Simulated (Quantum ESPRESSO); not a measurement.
## Several settings converged on Be3Ir (I4mm, 4 atoms in the cell)

```yaml
crystal:
  lattice:
    - [-1.62345, 1.62345, 3.60744]
    - [1.62345, -1.62345, 3.60744]
    - [1.62345, 1.62345, -3.60744]
  atoms:
    - { symbol: Be, position: [0.75000, 0.25000, 0.50000] }
    - { symbol: Be, position: [0.25000, 0.75000, 0.50000] }
    - { symbol: Be, position: [0.50693, 0.50693, 0.00000] }
    - { symbol: Ir, position: [0.00000, 0.00000, 0.00000] }
```

Base method: LDA (PZ), GBRV 1.5 ultrasoft (LDA) pseudopotentials (plane waves; Quantum ESPRESSO 7.5).

Base settings: ecutwfc = 40 Ry; ecutrho = 320 Ry; occupations = smearing; smearing = fermi-dirac; degauss = 0.0073499 Ry; potentials = {Be: be_lda_v1.4.uspp.F.UPF, Ir: ir_lda_v1.2.uspp.F.UPF}; K_POINTS = automatic 7 7 7 0 0 0; conv_thr = 1e-10 Ry.

The count of work is k-points × plane waves × bands × iterations; it is no time. 

**Shifted k-point meshes**

Only quantities that move along the ladder and can be compared are tabulated.

| K_POINTS | free energy less the last step's (meV/atom) | pressure (GPa) | largest difference of a force vector from the last step's (eV/Å) | count of work / last |
|---|---|---|---|---|
| automatic 2 2 2 1 1 1 | 208.93 | 3.55 | 0.057 | 0.0029 |
| automatic 4 4 4 1 1 1 | -6.74 | -4.83 | 0.018 | 0.010 |
| automatic 6 6 6 1 1 1 | -8.71 | -5.11 | 0.004 | 0.026 |
| automatic 8 8 8 1 1 1 | -2.77 | -5.18 | 0.002 | 0.047 |
| automatic 25 25 25 1 1 1 | 0.00 | -5.05 | 0.000 | 1.0 |

Coarsest K_POINTS that holds the forces within 0.01 eV/Å of the last step, with all finer ones: automatic 6 6 6 1 1 1, at 0.026 of the last step's count of work; the step before is off by 0.018 eV/Å.

Coarsest K_POINTS that holds the free energy within 5 meV/atom: not settled: the last two steps still differ by 2.8 meV/atom, over half the tolerance, so the ladder does not show it.

Coarsest K_POINTS that holds the pressure within 1 GPa of the last step, with all finer ones: automatic 4 4 4 1 1 1, at 0.010 of the last step's count of work; the step before is off by 8.6 GPa.

**The k-point mesh at a smearing width of 0.3 eV**

In this ladder: degauss = 0.02205 Ry.

Only quantities that move along the ladder and can be compared are tabulated.

| K_POINTS | free energy less the last step's (meV/atom) | pressure (GPa) | count of work / last |
|---|---|---|---|
| automatic 5 5 5 0 0 0 | 8.89 | -4.24 | 0.021 |
| automatic 7 7 7 0 0 0 | 2.07 | -4.41 | 0.046 |
| automatic 11 11 11 0 0 0 | -0.10 | -4.52 | 0.13 |
| automatic 16 16 16 0 0 0 | 0.00 | -4.52 | 0.37 |
| automatic 23 23 23 0 0 0 | 0.00 | -4.53 | 1.0 |

Coarsest K_POINTS that holds the free energy within 1 meV/atom of the last step, with all finer ones: automatic 11 11 11 0 0 0, at 0.13 of the last step's count of work; the step before is off by 2.1 meV/atom.

Coarsest K_POINTS that holds the pressure within 0.2 GPa of the last step, with all finer ones: automatic 7 7 7 0 0 0, at 0.046 of the last step's count of work; the step before is off by 0.28 GPa.

**The SCF threshold**

The mesh stays at the base's, so the ladder's end is converged at best in this setting alone.

Only quantities that move along the ladder and can be compared are tabulated.

| conv_thr | free energy less the last step's (meV/atom) | count of work / last |
|---|---|---|
| 0.0073 Ry | 2.28 | 0.31 |
| 7.3e-05 Ry | 0.04 | 0.38 |
| 7.3e-07 Ry | 0.00 | 0.62 |
| 1e-10 Ry | 0.00 | 0.85 |
| 7.3e-14 Ry | 0.00 | 1.0 |

Coarsest conv_thr that holds the free energy within 1 meV/atom of the last step, with all finer ones: 7.3e-05 Ry, at 0.38 of the last step's count of work; the step before is off by 2.3 meV/atom.

On the base run: the starting cell comes from a database of computed structures (which also holds hypothetical and non-ambient phases and stackings), without a prior relaxation at this level. Its lattice was rescaled by up to half a per cent. One atom was moved a little off its site on purpose. Spin polarisation is off. In the base run, with a pressure of about -5 GPa the cell is away from its equilibrium volume at this level.
